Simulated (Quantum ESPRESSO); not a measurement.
# Pressure against volume in fcc Ag (space group 225) (Quantum ESPRESSO, PBE)

```xyz
1
Lattice="0.0000 2.0086 2.0086 2.0086 0.0000 2.0086 2.0086 2.0086 0.0000" Properties=species:S:1:pos:R:3 pbc="T T T"
Ag     0.0000     0.0000     0.0000
```

Method: PBE, PSlibrary PAW (PBE) pseudopotentials (plane waves; Quantum ESPRESSO). Settings: ecutwfc = 65 Ry; ecutrho = 390 Ry; occupations = smearing; smearing = fd; degauss = 0.0036749 Ry; potentials = {Ag: Ag.pbe-n-kjpaw_psl.1.0.0.UPF}; K_POINTS = automatic 24 24 24 0 0 0; conv_thr = 1e-10 Ry; mixing_beta = 0.3. The cell above is the first row's. The rows scale it uniformly. In all rows the k mesh is held.

| V (Å^3/atom) | P (GPa) |
|---|---|
| 16.208 | 11.99 |
| 16.561 | 8.77 |
| 16.913 | 5.96 |
| 17.265 | 3.49 |
| 17.618 | 1.33 |
| 17.970 | -0.56 |
| 18.322 | -2.21 |
| 18.675 | -3.66 |
| 19.027 | ? |

Problem. Using a cubic, estimate the missing P at V = 19.027 from the other rows, showing the fit.

Solution. With u = V - 17.4, the rows have u = -1.1920, -0.8390, -0.4870, -0.1350, 0.2180, 0.5700, 0.9220, 1.2750. Least squares gives P = 2.627 - 6.2234·u + 1.1955·u² - 0.1437·u³. Residuals (row less fit): 0.003, -0.005, 0.002, 0.001, 0.004, -0.001, -0.003, 0.002; standard error 0.004 (degrees of freedom: 4). The fitted pressure is zero at V0 = 17.86, where dP/dV = -5.214, so B0 = -V0·dP/dV = 93.1 GPa. At the withheld row, u = 1.6270, so P = 2.627 - 6.2234 × 1.6270 + 1.1955 × 1.6270² - 0.1437 × 1.6270³ = -4.953 GPa. The calculation gives -4.92 GPa, 0.033 GPa above the prediction (0.2 % of the range of P in the table). The row lies outside the fitted rows, so this is an extrapolation. From the scatter of the fitted rows alone, a prediction at this place has a standard error of 0.011 GPa, so the miss is 3.0 times that.

Carrying the step between the two nearest rows on in a straight line would have given -5.11, off by 0.19; series whose last step already gives the withheld value aren't shown. The scan was laid around a cell of about the measured size, scaled by a guess for this functional. Cutoffs and mesh are single choices, not tested for convergence of this quantity. Series with a scatter that would blur these digits, or in which a gap closes, are not shown.
